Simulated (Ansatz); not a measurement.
**Na under a change: Na → Li**

Consider Na in the bcc (W type) structure (space group Im-3m, No. 229; a = 4.2223 Å).

The change: Li takes the place of Na on all its sites; the structure is relaxed again.

All numbers come from Kohn–Sham DFT with the r2SCAN functional, run in Ansatz (a first-principles code) with PAW and 500 eV plane waves, no spin-orbit coupling, earlier PAW set. Γ-centred 19×19×19 mesh, Fermi–Dirac width 0.05 eV, for the changed cell.

```json
[
 {"quantity": "volume per atom", "base": "37.64 Å³", "changed": "21.00 Å³", "shift": "-16.632 Å³"},
 {"quantity": "lattice parameter a", "base": "422.2 pm", "changed": "347.6 pm", "shift": "-74.6 pm"},
 {"quantity": "space group", "base": "Im-3m (No. 229)", "changed": "Im-3m (No. 229)", "shift": "–"},
 {"quantity": "shortest interatomic distance", "base": "365.7 pm", "changed": "301.1 pm", "shift": "-64.6 pm"},
 {"quantity": "band gap", "base": "zero", "changed": "zero", "shift": "–"}
]
```

Cost of the whole job for the changed cell (relaxation, final SCF and bands): very roughly 40 core-seconds.

Stability against distortions was not tested.
